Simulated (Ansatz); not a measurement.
Electronic density of states of amorphous Zr₂₀O₄₅Nb₂, density 5.23 g/cm³, on a 2×2×2 Γ-centred mesh with a Gaussian width of 0.1 eV; energies count from the Fermi level, whose place inside the gap is arbitrary. Cell and mesh are small, so fine structure isn't converged. Level of theory: PBE, scalar-relativistic without spin-orbit coupling (plane waves to 420 eV, PAW; Ansatz, a first-principles code). Sampling: a 2×2×2 Γ-centred mesh; Fermi-Dirac width 0.02 eV; no spin polarisation. At PBE the levels at the filled edge of the gap are localised (band-tail or defect states), and the nearest spread-out levels lie 3.2 eV apart at the zone centre.

Preparation: random packing, a CHGNet melt and quench, and a DFT relaxation. O atoms were pushed apart under 1.9 Å during the dynamics, to hinder bonds among them. The hot cell started wider than the set density and was brought back towards it in steps. It is the lowest in DFT energy of 2 quenches. It is a model cell: composition and starting density were chosen by hand, and all elements were melted together. No dispersion term was used. Its density started from a set value of 5.23 and ended at 5.23 g/cm³. The simulated quench (nominally 300 K/ps over its main leg) is rapid and tends to freeze in more defects than a deposited or slowly cooled glass has. Values belong to this one cell and scatter from quench to quench. The volume was held where the preparation left it, at a PBE pressure of -1.7 GPa (tension). Stress components on the final sampling reach 1.9 GPa. Cycles of charging lowered its energy after that relaxation.

```csv
E - EF (eV),states/(eV atom)
-12.00,0.00
-11.90,0.00
-11.80,0.00
-11.70,0.00
-11.60,0.00
-11.50,0.00
-11.40,0.00
-11.30,0.00
-11.20,0.00
-11.10,0.00
-11.00,0.00
-10.90,0.00
-10.80,0.00
-10.70,0.00
-10.60,0.00
-10.50,0.00
-10.40,0.00
-10.30,0.00
-10.20,0.00
-10.10,0.00
-10.00,0.00
-9.90,0.00
-9.80,0.00
-9.70,0.00
-9.60,0.00
-9.50,0.00
-9.40,0.00
-9.30,0.00
-9.20,0.00
-9.10,0.00
-9.00,0.00
-8.90,0.00
-8.80,0.00
-8.70,0.00
-8.60,0.00
-8.50,0.00
-8.40,0.00
-8.30,0.00
-8.20,0.00
-8.10,0.00
-8.00,0.00
-7.90,0.00
-7.80,0.00
-7.70,0.00
-7.60,0.00
-7.50,0.00
-7.40,0.00
-7.30,0.00
-7.20,0.00
-7.10,0.00
-7.00,0.00
-6.90,0.00
-6.80,0.06
-6.70,0.24
-6.60,0.26
-6.50,0.20
-6.40,0.36
-6.30,0.53
-6.20,0.58
-6.10,0.57
-6.00,0.61
-5.90,0.65
-5.80,0.73
-5.70,0.76
-5.60,0.79
-5.50,0.78
-5.40,0.81
-5.30,0.82
-5.20,0.83
-5.10,0.90
-5.00,0.93
-4.90,0.92
-4.80,0.87
-4.70,0.82
-4.60,0.84
-4.50,0.87
-4.40,0.86
-4.30,0.83
-4.20,0.83
-4.10,0.85
-4.00,0.85
-3.90,0.86
-3.80,0.89
-3.70,0.92
-3.60,0.95
-3.50,0.94
-3.40,0.95
-3.30,1.02
-3.20,1.04
-3.10,1.07
-3.00,1.04
-2.90,1.01
-2.80,1.02
-2.70,1.05
-2.60,0.98
-2.50,0.95
-2.40,0.93
-2.30,0.89
-2.20,0.83
-2.10,0.70
-2.00,0.54
-1.90,0.47
-1.80,0.37
-1.70,0.31
-1.60,0.29
-1.50,0.22
-1.40,0.08
-1.30,0.01
-1.20,0.00
-1.10,0.00
-1.00,0.00
-0.90,0.00
-0.80,0.00
-0.70,0.00
-0.60,0.00
-0.50,0.00
-0.40,0.00
-0.30,0.00
-0.20,0.00
-0.10,0.00
0.00,0.00
0.10,0.00
0.20,0.00
0.30,0.00
0.40,0.00
0.50,0.00
0.60,0.00
0.70,0.00
0.80,0.00
0.90,0.00
1.00,0.00
1.10,0.00
1.20,0.00
1.30,0.01
1.40,0.10
1.50,0.26
1.60,0.19
1.70,0.06
1.80,0.14
1.90,0.29
2.00,0.35
2.10,0.42
2.20,0.39
2.30,0.49
2.40,0.58
2.50,0.59
2.60,0.63
2.70,0.71
2.80,0.73
2.90,0.72
3.00,0.76
3.10,0.77
3.20,0.73
3.30,0.72
3.40,0.75
```

The level gap on this mesh is 2.93 eV; the broadening fills part of it in the curve.
